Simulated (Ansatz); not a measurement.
```cif
data_NZr
_chemical_formula_sum 'N1 Zr1'
_space_group_name_H-M_alt 'P 1'
_space_group_IT_number 1
_cell_length_a 3.21880
_cell_length_b 3.21880
_cell_length_c 3.21880
_cell_angle_alpha 60.000
_cell_angle_beta 60.000
_cell_angle_gamma 60.000
loop_
_space_group_symop_operation_xyz
  'x, y, z'
loop_
_atom_site_label
_atom_site_type_symbol
_atom_site_fract_x
_atom_site_fract_y
_atom_site_fract_z
_atom_site_occupancy
N1 N 0.00000 0.00000 0.00000 1
Zr1 Zr 0.50000 0.50000 0.50000 1
```

The cell is fixed at its relaxed static size. Melting and transitions to other phases are not modelled. An odd repeat of the supercell leaves out some zone-boundary points, where instabilities often lie.

### Question
Is this phase dynamically stable in the harmonic approximation, and at 300, 1500 K by the stochastic self-consistent harmonic approximation in a 3×3×3 supercell, PBEsol density-functional theory in Ansatz (plane waves, PAW)? Give the softest mode in each case.

### Answer
Harmonic: softest mode 155 cm⁻¹ at q = (0.00, 0.00, 0.33), so stable at the wave vectors of the supercell. 300 K: stable, softest second derivative of the free energy 155 cm⁻¹ (error under 1) at q = (0.00, 0.00, 0.33), at 2.3 GPa in this cell. 1500 K: stable, softest second derivative of the free energy 156 cm⁻¹ (error under 1) at q = (0.00, 0.00, 0.33), at 8.7 GPa in this cell. The verdict is statistical, holds for these wave vectors and this fixed cell alone, and errs towards stability where frames are few. Wave vectors are fractions of the primitive cell's reciprocal vectors.

Ansatz is a first-principles code.
